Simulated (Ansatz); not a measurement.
Defect migration in rutile SnO2: interstitial H, charge state +1. The step: one H atom jumps by itself; the atom moves 1.02 Å along (0.07, 0.20, 0.00) of the unit cell; the moving atom starts with neighbours O at 1.00, O at 2.10 Å and ends with O at 1.00, O at 2.10 Å. A PBE band in Ansatz (plane-wave PAW, one k-point at (0.250, 0.250, 0.250), 72 host sites, 17 SCF runs with any check of the saddle's order, static, no finite-size correction) gives a forward barrier of 0.35 eV. The saddle point's order was not checked, and it lies on a symmetry element of the cell, where a band can be held. The charge state is imposed; whether it is stable for some Fermi level was not computed. Sites that were not tried may lie lower.

Single points at the band's start and saddle point can refine it. Rough cost of one point, in units of the band's mean SCF on the same machine:

```
Level                                                   Cost of one point
------------------------------------------------------  -----------------
PBE, a 2×2×2 k-point mesh shifted by half a step                  about 4
r2SCAN at 500 eV, one k-point at (0.250, 0.250, 0.250)            under 2
```

Task: Which of these move the barrier by more than 0.1 eV, and how far does each move it?

Result: PBE, a 2×2×2 k-point mesh shifted by half a step: 0.00 eV; r2SCAN at 500 eV, one k-point at (0.250, 0.250, 0.250): +0.16 eV. Each functional is compared with PBE at the same k-points.

Ansatz is a program for electronic structure.
